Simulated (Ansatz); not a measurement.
# Response to strain in hypothetical rock salt SnC

Consider SnC in the rock salt structure (space group Fm-3m, No. 225; a = 4.801 Å; a hypothetical phase, not in the database extracts checked; relaxed with 0.1 eV smearing). Axes: x, y, z lie along the cube axes.

Strains are applied to the cell and any free atomic positions relax; under biaxial strain the out-of-plane vector relaxes too.

Levels (all Ansatz, a quantum-chemistry and plane-wave program, PAW): PBE (420 eV, no spin-orbit coupling); PBEsol (420 eV, no SOC).

The base cell above is that of PBE; each level relaxes its own structures.

Notes on the quantities. energy relative to the base: free energy F.

```tsv
case	energy relative to the base, PBE	energy relative to the base, PBEsol
biaxial strain −1.33 %, plane normal [001], relaxed out of plane	+4.2 meV/atom	+4.6 meV/atom
biaxial strain −0.32 %, plane normal [110], relaxed out of plane	+0.3 meV/atom	+0.3 meV/atom
biaxial strain +0.35 %, plane normal [111], relaxed out of plane	+0.3 meV/atom	+0.4 meV/atom
biaxial strain +2.97 %, plane normal [111], relaxed out of plane	+22 meV/atom	+23 meV/atom
isotropic strain −1.46 %	+11 meV/atom	+12 meV/atom
isotropic strain +0.55 %	+1.5 meV/atom	+1.7 meV/atom
isotropic strain +2.82 %	+36 meV/atom	+40 meV/atom
isotropic strain +5.24 %	+114 meV/atom	+125 meV/atom
isotropic strain +5.66 %	+130 meV/atom	+143 meV/atom
uniaxial strain ε_xx = +1.10 %	+1.2 meV/atom	+1.3 meV/atom
uniaxial strain ε_xx = +5.16 %	+22 meV/atom	+24 meV/atom
strain tensor (xx, yy, zz, yz, xz, xy) = (−0.56, +0.33, +0.07, +0.21, +0.96, −2.14) %	+11 meV/atom	+12 meV/atom
```

The two levels differ by at most about 13 meV/atom. Near ties aside, they put the cases in the same order.

Whether these cells are dynamically stable was not tested. All final runs are without spin polarisation.
